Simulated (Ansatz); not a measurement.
YN: response to strain

The reference is YN in the rock salt structure (space group Fm-3m, No. 225; a = 4.9058 Å).

Strains are applied to the cell and any free atomic positions relax.

The values are results of PBE (Ansatz, an electronic-structure program), no SOC, not measurements.

| case | pressure | shortest interatomic distance | band gap |
|---|---|---|---|
| base | 0.0 GPa | 2.453 Å | 0.21 eV |
| isotropic strain −3.00 % | 17.6 GPa | 2.379 Å | zero |
| isotropic strain −2.50 % | 14.19 GPa | 2.392 Å | 0.07 eV |
| isotropic strain −2.00 % | 10.97 GPa | 2.404 Å | … |
| isotropic strain −1.50 % | 7.94 GPa | 2.416 Å | 0.13 eV |
| isotropic strain −0.50 % | 2.47 GPa | 2.441 Å | … |
| isotropic strain +0.50 % | -2.31 GPa | 2.465 Å | 0.24 eV |
| isotropic strain +1.00 % | -4.47 GPa | 2.477 Å | 0.26 eV |
| isotropic strain +1.50 % | -6.47 GPa | 2.490 Å | 0.28 eV |
| isotropic strain +3.00 % | … | 2.527 Å | … |

**Question.** Fill in the withheld entries from the trend.

**Answer.** 
- isotropic strain −2.00 %, band gap: 0.10 eV
- isotropic strain −0.50 %, band gap: 0.19 eV
- isotropic strain +3.00 %, pressure: -11.71 GPa
- isotropic strain +3.00 %, band gap: 0.34 eV

Stability against distortions was not tested. The final runs are not spin-polarised. Gaps under 0.05 eV, about the width of the smearing, are given as zero. A zero or small gap of YN can be the functional's error rather than a property of the material.
